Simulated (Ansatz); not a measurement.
Mo, cell Mo48, first heated far above this temperature, then brought to it, below the measured melting point of 2896 K (tabulated, unchecked) (supercooled) [in the run: it was liquid; mean temperature 2506 K (target 2610 K)]; MD at a mean temperature of 2506 K and a mean pressure of -1.3 GPa, 7.3 ps sampled (in preparation the cell's shape was held), k-points: one point, (1/4, 1/4, 1/4), no spin polarisation or spin-orbit coupling.

Prepared at the same level. Atoms moved only 1.6 Å² (mean square) in the hot stage, so mixing may be incomplete. The cell wasn't fully relaxed to the target pressure: the run's mean is -1.3 GPa. On the run's last frame a denser k-mesh moved the forces by 0.078 eV/Å rms, the static pressure by -0.09 GPa and the free energy by -4 meV/atom, which is about how far such values are converged. Warnings of the run: stress scf threshold loose, symmetry auto disabled.

Problem. Estimate the first peak of g(r); Mo-Mo-Mo angle that PBE (Ansatz, a quantum-chemistry and plane-wave program) returns for this input.

Solution. 
first peak of g(r): 2.76 Å, height 2.4
Mo-Mo-Mo angle: mean 96°, spread 35°, most frequent near 56°
